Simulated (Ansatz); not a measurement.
# Effective masses and thermopower of monolayer ZrS2

Consider the following.

```
CELL_PARAMETERS angstrom
      3.68551     0.00000     0.00000
     -1.84275     3.19174     0.00000
      0.00000     0.00000    18.94732
ATOMIC_POSITIONS crystal
  Zr 0.00000 0.00000 0.50000
  S  0.33333 0.66667 0.57643
  S  0.66667 0.33333 0.42357
```

Method: HSE06, rigid bands (plane waves, PAW, scalar-relativistic; Ansatz, a program for electronic structure). Geometry: cell and atoms relaxed with PBE.

```yaml
band_gap: 2.02 eV
electron conductivity mass (300 K, dilute): 0.51 mₑ
hole conductivity mass (300 K, dilute): 0.34 mₑ
effective density of states N_c (300 K): 2.4e13 cm⁻²
effective density of states N_v (300 K): 7.5e12 cm⁻²
Seebeck coefficient, n-type 1.9e12 cm⁻², 300 K: -390 μV/K
Seebeck coefficient, p-type 1.9e12 cm⁻², 300 K: 287 μV/K
```

Rigid bands; masses and Seebeck coefficients take one relaxation time τ for all states and one kind of carrier; polarons and phonon drag are left out. Spin-orbit coupling is left out; where it splits the top of the valence band, N_v and the p-type Seebeck coefficient come out somewhat high without it. Geometry: cell and atoms relaxed with PBE.

Model free-standing layer, not matched to a measured one here: monolayer ZrS2.
